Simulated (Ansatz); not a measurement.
# A computed series for RuB2: pressure series

The parent structure is RuB2 (space group Pmmn, No. 59).

```yaml
crystal:
  lattice:
    - [2.84949, 0.00000, 0.00000]
    - [0.00000, 4.62569, 0.00000]
    - [0.00000, 0.00000, 4.02364]
  atoms:
    - { symbol: B, position: [0.00000, 0.80386, 0.36259] }
    - { symbol: B, position: [0.00000, 0.19614, 0.36259] }
    - { symbol: B, position: [0.50000, 0.69614, 0.63741] }
    - { symbol: B, position: [0.50000, 0.30386, 0.63741] }
    - { symbol: Ru, position: [0.00000, 0.00000, 0.84873] }
    - { symbol: Ru, position: [0.50000, 0.50000, 0.15127] }
```

Cell and atoms are relaxed at each pressure.

Calculations: PBEsol (Ansatz, a program for electronic structure, PAW, scalar-relativistic without spin-orbit coupling).

```tsv
P (GPa)	V (Å³/atom)
0.30	8.830
0.69	8.819
1.49	8.796
3.00	8.753
5.00	8.698
7.50	8.632
```

Problem. Fit a third-order Birch–Murnaghan equation of state.

Solution. Least squares on P(V) = (3B₀/2)[(V₀/V)^(7/3) − (V₀/V)^(5/3)]·[1 + (3/4)(B₀′ − 4)((V₀/V)^(2/3) − 1)] gives V₀ = 8.84 Å³/atom, B₀ = 300 GPa and B₀′ = 4.2.

Load acts through the strain it causes; cell and atoms are relaxed under it. No phonon test of stability was made. Competing high-pressure phases were not computed. All final runs are without spin polarisation.
